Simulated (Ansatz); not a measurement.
Harmonic thermodynamics of GaP (zinc blende, F-43m)

Per mole of formula units at the relaxed static volume; finite displacements on a 6×6×6 mesh, Ansatz (an electronic-structure program), r2SCAN functional, plane-wave PAW, k mesh 6×6×6; sums on an interpolated 12×12×12 mesh. Dynamical quadrupoles are not included in the interpolation of the phonons between the solved wave vectors. Zero-point energy 9.02 kJ/mol.

```tsv
T (K)	F_vib (kJ/mol)	S (J/mol/K)	C_V (J/mol/K)
100	8.53	14.1	21.6
150	7.56	24.8	31.2
200	6.06	34.7	37.3
250	4.11	43.4	41.0
300	1.74	51.2	43.4
400	(withheld)	(withheld)	(withheld)
600	-18.89	83.2	48.1
800	-36.98	97.1	48.9
1000	-57.54	108.1	49.2
```

**Question.** What belongs in the gaps?

**Answer.** 
- 400, F_vib (kJ/mol): -4.05
- 400, S (J/mol/K): 64.0
- 400, C_V (J/mol/K): 46.0

Whether this phase is the stable one at each condition was not tested.

The PAW data sets were generated under PBE and serve the other functionals too.
